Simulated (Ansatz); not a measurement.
For AlB2-type ZrB2, PBE0 in Ansatz (plane waves, PAW) gives:

- lattice constant a: 3.158 Å
- c axis length: 3.525 Å

What does Hartree–Fock (Ansatz, a program for electronic structure, plane waves, PAW) give for the same quantities?


- lattice constant a: 3.196 Å (increases by 1.2 %)
- lattice parameter c: 3.608 Å (goes up by 2.4 %)

For comparison: lattice constant a 3.17 Å (measured, room temperature, no zero-point or thermal correction; as tabulated in Zhang et al. (2020), arXiv:1911.03307); lattice parameter c 3.532 Å (measured, room temperature, no zero-point or thermal correction; as tabulated in Zhang et al. (2020), arXiv:1911.03307).

Changes are worked out from the printed values.

Unless a cell is named, each level is at its own relaxed cell (PBE0 10.15, Hartree–Fock 10.64 Å³/atom).

Ansatz's density-functional and Hartree–Fock values are scalar-relativistic unless marked +SOC, with PAW data made under PBE.
